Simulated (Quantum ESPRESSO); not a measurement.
Quantum ESPRESSO is run on InNi22B6 (Fm-3m, 29 atoms in the cell), and the run fails. The aim is a self-consistent single point with DFT, PBEsol, plane waves, PSlibrary PAW (PBE) pseudopotentials.

Input:

```fortran
&control
 calculation = 'scf'
 prefix = 'scf'
 outdir = './tmp'
 pseudo_dir = './'
 tprnfor = .true.
 tstress = .true.
/
&system
 ibrav = 0
 nat = 29
 ntyp = 3
 ecutwfc = 50
 ecutrho = 350
 occupations = 'smearing'
 smearing = 'cold'
 degauss = 0.0099958
 input_dft = 'pbesol'
/
&electrons
 conv_thr = 1.0d-9
 mixing_beta = 0.7
/
ATOMIC_SPECIES
In   114.8180  In.pbe-dn-kjpaw_psl.1.0.0.UPF
Ni    58.6934  Ni.pbe-n-kjpaw_psl.1.0.0.UPF
B     10.8100  B.pbe-n-kjpaw_psl.1.0.0.UPF
CELL_PARAMETERS angstrom
   0.00000000     5.26424500     5.26424500
   5.26424500     0.00000000     5.26424500
   5.26424500     5.26424500     0.00000000
ATOMIC_POSITIONS crystal
In    0.00000000    0.00000000    0.00000000
Ni    0.85364000    0.38212000    0.38212000
Ni    0.14636000    0.61788000    0.61788000
Ni    0.61788000    0.61788000    0.14636000
Ni    0.38212000    0.38212000    0.85364000
Ni    0.38212000    0.85364000    0.38212000
Ni    0.61788000    0.14636000    0.61788000
Ni    0.61788000    0.61788000    0.61788000
Ni    0.38212000    0.38212000    0.38212000
Ni    0.00000000    0.00000000    0.34394000
Ni    0.00000000    0.00000000    0.65606000
Ni    0.34394000    0.65606000    0.00000000
Ni    0.65606000    0.34394000    0.00000000
Ni    0.34394000    0.00000000    0.00000000
Ni    0.65606000    0.00000000    0.00000000
Ni    0.00000000    0.34394000    0.65606000
Ni    0.00000000    0.65606000    0.34394000
Ni    0.00000000    0.34394000    0.00000000
Ni    0.00000000    0.65606000    0.00000000
Ni    0.65606000    0.00000000    0.34394000
Ni    0.34394000    0.00000000    0.65606000
Ni    0.75000000    0.75000000    0.75000000
Ni    0.25000000    0.25000000    0.25000000
B     0.27503000    0.72497000    0.27503000
B     0.72497000    0.27503000    0.72497000
B     0.27503000    0.72497000    0.72497000
B     0.72497000    0.27503000    0.27503000
B     0.27503000    0.27503000    0.72497000
B     0.72497000    0.72497000    0.27503000
K_POINTS automatic
3 3 3
```

Output (repeated stretches shortened):

```
     This program is part of the open-source Quantum ESPRESSO suite
     for quantum simulation of materials; please cite

 %%%%%%%%%%%%%%%%%%%%%%%%%%%%%%%%%%%%%%%%%%%%%%%%%%%%%%%%%%%%%%%%%%%%%%%%%%%%%%
     Error in routine card_kpoints (1):
      end of file while reading automatic k points
 %%%%%%%%%%%%%%%%%%%%%%%%%%%%%%%%%%%%%%%%%%%%%%%%%%%%%%%%%%%%%%%%%%%%%%%%%%%%%%

     stopping ...
```

### Question
From the messages shown, name the fault and mend the input.

### Answer
The fault is an automatic mesh without its three shifts. The card takes six integers. To fix it, add the shifts. The program stopped before any SCF iteration.

The sound input it was made from differs as follows (other fixes are possible):
```diff
-3 3 3
+3 3 3  0 0 0
```

With that input, the run converged in 18 iterations: free energy E − TS -61259.9569 eV; Fermi level (on the code's own zero) 13.44 eV; pressure -8.93 GPa; largest force (vector length) 0.104 eV/Å (DFT, PBEsol, plane waves, PSlibrary PAW (PBE) pseudopotentials).

On the sound input: the starting cell comes from a database of computed structures (which also holds hypothetical and non-ambient phases and stackings), without a prior relaxation at this level. Spin polarisation is off. With a pressure of about -9 GPa the cell is away from its equilibrium volume at this level.
